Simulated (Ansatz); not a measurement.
## metastable rock-salt NbN: the defect C on the N site

The numbers are results of PBE, PAW (plane waves to 420 eV; Ansatz, a quantum-chemistry and plane-wave program), not measurements. Set-up: 64-site cell; 4×4×4 shifted k-points; start: the N site; not converged in cell size; the relaxation kept the symmetry of the starting site.

Neighbours after relaxation, in Å: of the C atom: Nb 2.18, Nb 2.18, Nb 2.18, Nb 2.18, Nb 2.18, Nb 2.18.

Formation energies E_f are those of the neutral cell. Chemical conditions: Nb-rich (Δμ(N) = -1.91 eV, Δμ(C) = -1.56 eV, bounded by Nb2C (Pnma); only phases computed here count, gases as isolated molecules at 0 K). Reference phases: C: graphite, N: N2 molecule in a box.

```
charge         moment (μB)  point group  largest move off a lattice site (Å)  E_f, Nb-rich (eV)
------  ------------------  -----------  -----------------------------------  -----------------
0       not spin-polarised           Oh                                 0.03               0.38
```

Point groups are those of the whole cell at tolerances of 0.03 and 0.1 Å ("near" where only the looser one holds); none is given for unsettled states.

All states together cost very roughly 7 core-minutes.
